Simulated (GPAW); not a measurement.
Worked example: self-consistent single point of YSI (P1, 3 atoms in the cell) in GPAW.

Level of theory: LDA (Perdew-Wang 92), GPAW PAW datasets LDA (gpaw-data 1.0.1) (plane waves; GPAW 25.7.0).

```xyz
3
Lattice="4.5437 0.0000 0.0000 -2.2719 3.9350 0.0000 0.0000 0.0000 5.1426" Properties=species:S:1:pos:R:3 pbc="T T T"
Y      0.0035     0.0316     0.0563
S      0.0098     2.6304    -0.0012
I      2.2585     1.2730     2.5162
```

Reference input (self-consistent single point, DFT PBEsol, plane waves, GPAW PAW datasets PBEsol (made by gpaw-setup)): mode = pw; ecut = 550 eV; xc = PBEsol; kpts = 4 4 4; mesh shift (steps) = 0 0 0; occupations.name = fermi-dirac; occupations.width = 0.02 eV; nbands = -6; convergence.density = 1e-05 e/electron; convergence.energy = 1e-05 eV/electron; convergence.bands = -4; symmetry.symmorphic = false. This run's input differs from it in these lines:

```diff
@@ -14,3 +14,3 @@
 calc = GPAW(mode=PW(550),
-            xc='PBEsol',
+            xc='LDA',
             kpts={'size': (4, 4, 4), 'gamma': True},
```

Its files differ too (potentials: GPAW PAW datasets LDA (gpaw-data 1.0.1)).

The program printed (abridged):

```
     iter     time        total  log10-change:
                         energy   eigst   dens
iter:   1 --:--:--   -17.381612   +0.19
iter:   2 --:--:--   -17.164611   -0.81  -1.11
iter:   3 --:--:--   -16.445539   -1.05  -1.15
iter:   4 --:--:--   -16.458218   -2.66  -1.46
iter:   5 --:--:--   -16.432659   -2.24  -1.47
iter:   6 --:--:--   -16.413005   -2.07  -1.99
iter:   7 --:--:--   -16.414468   -2.92  -2.44
iter:   8 --:--:--   -16.411627   -3.71  -2.35
iter:   9 --:--:--   -16.411153   -3.93  -2.70
iter:  10 --:--:--   -16.411156   -5.19  -3.10
iter:  11 --:--:--   -16.411106c  -4.81  -3.19
iter:  12 --:--:--   -16.411098c  -5.06  -3.51
iter:  13 --:--:--   -16.411098c  -6.09  -3.73
iter:  14 --:--:--   -16.411095c  -6.13  -3.80
iter:  15 --:--:--   -16.411095c  -6.66  -4.12
iter:  16 --:--:--   -16.411095c  -6.94  -4.17
iter:  17 --:--:--   -16.411095c  -7.31  -4.35
iter:  18 --:--:--   -16.411095c  -8.64c -4.50
iter:  19 --:--:--   -16.411095c  -7.83c -4.53
iter:  20 --:--:--   -16.411095c  -8.71c -4.77
iter:  21 --:--:--   -16.411095c  -8.94c -4.78
iter:  22 --:--:--   -16.411095c -10.02c -4.85
iter:  23 --:--:--   -16.411095c  -8.33c -4.86
iter:  24 --:--:--   -16.411095c  -9.59c -5.10c
Converged after 24 iterations.

Dipole moment: (1.382220, -1.744429, -1.683366) |e|*Ang

Energy contributions relative to reference atoms: (reference = -296195.955595)

Kinetic:         +7.073141
Potential:       -8.625442
External:        +0.000000
XC:             -14.728424
Entropy (-ST):   -0.000000
Local:           -0.130370
SIC:             +0.000000
--------------------------
Free energy:    -16.411095
Extrapolated:   -16.411095

Showing only first 2 kpts
 Kpt  Band  Eigenvalues  Occupancy
  0    10      3.55658    2.00000
  0    11      4.75800    2.00000
  0    12      5.89070    0.00000
  0    13      7.00874    0.00000

  1    10      3.34729    2.00000
  1    11      3.83628    2.00000
  1    12      6.45543    0.00000
  1    13      6.97052    0.00000

Fermi level: 5.18440

Gap: 1.133 eV
Transition (v -> c):
   [... lines left out ...]
No difference between direct/indirect transitions
Energy (eV): -16.411095

Forces in eV/Ang:
  0 Y     0.04972   -0.11466    0.20481
  1 S    -0.07419    0.08210   -0.15571
  2 I     0.02456    0.03200   -0.04854

Stress tensor:
     0.031898     0.000224    -0.000138
     0.000224     0.024408    -0.000105
    -0.000138    -0.000105     0.020387
Stress (GPa, Voigt): [ 5.1107  3.9105  3.2663 -0.0168 -0.0222  0.0358]
```

The run converged in 24 iterations. GPAW prints stress with tension positive. Against the reference run the pressure goes from -2.64 to -4.10 GPa, the largest force moves little (0.239 to 0.240 eV/Å) and the gap on the mesh goes from 1.216 to 1.133 eV.

The starting cell comes from a database of computed structures (which also holds hypothetical and non-ambient phases and stackings), without a prior relaxation at this level. Its atoms were displaced at random from the sites of space group no. 187. Spin-orbit coupling is off. With a pressure of about -4 GPa the cell is away from its equilibrium volume at this level.

Cost on one core of a shared machine: roughly 30 s.
